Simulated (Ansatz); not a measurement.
# A computed series for HfO2: response to strain

Start from HfO$_{2}$ (space group P2_1/c, No. 14).

```
CELL_PARAMETERS angstrom
      5.11406     0.00000     0.00000
      0.00000     5.18158     0.00000
     -0.87114     0.00000     5.22313
ATOMIC_POSITIONS crystal
  Hf 0.27621 0.04185 0.20822
  Hf 0.72379 0.54185 0.29178
  Hf 0.72379 0.95815 0.79178
  Hf 0.27621 0.45815 0.70822
  O  0.07006 0.33377 0.34402
  O  0.92994 0.83377 0.15598
  O  0.92994 0.66623 0.65598
  O  0.07006 0.16623 0.84402
  O  0.44796 0.75767 0.47851
  O  0.55204 0.25767 0.02149
  O  0.55204 0.24233 0.52149
  O  0.44796 0.74233 0.97851
```

Cartesian axes are those of the cell as printed.

Strains are applied to the cell and any free atomic positions relax; under biaxial strain the out-of-plane vector relaxes too; under stress the whole cell relaxes.

Method: r2SCAN, PAW, 500 eV (Ansatz, a quantum-chemistry and plane-wave program; no SOC).

Notes on the quantities. pressure: mean of the normal stresses, compression positive.

```tsv
case	smallest direct gap	band gap	pressure
base	4.68 eV	4.59 eV	0.00 GPa
biaxial strain −0.62 %, plane normal [001], relaxed out of plane	4.71 eV	4.62 eV	1.81 GPa
isotropic strain +2.18 %	4.70 eV	4.62 eV	-12.31 GPa
uniaxial strain ε_xx = −1.30 %	4.71 eV	…	…
uniaxial strain ε_yy = −2.71 %	4.73 eV	4.67 eV	7.89 GPa
uniaxial stress, 2 GPa tension along x	4.66 eV	4.57 eV	–
tensor shear ε_xz = −3.28 %	4.55 eV	4.44 eV	1.28 GPa
```

Question: Some entries are withheld; estimate them.

Answer: 
- uniaxial strain ε_xx = −1.30 %, band gap: 4.61 eV
- uniaxial strain ε_xx = −1.30 %, pressure: 2.69 GPa

With Hf present, leaving out spin-orbit coupling can change the band edges. Stability under load was not tested beyond the relaxation.
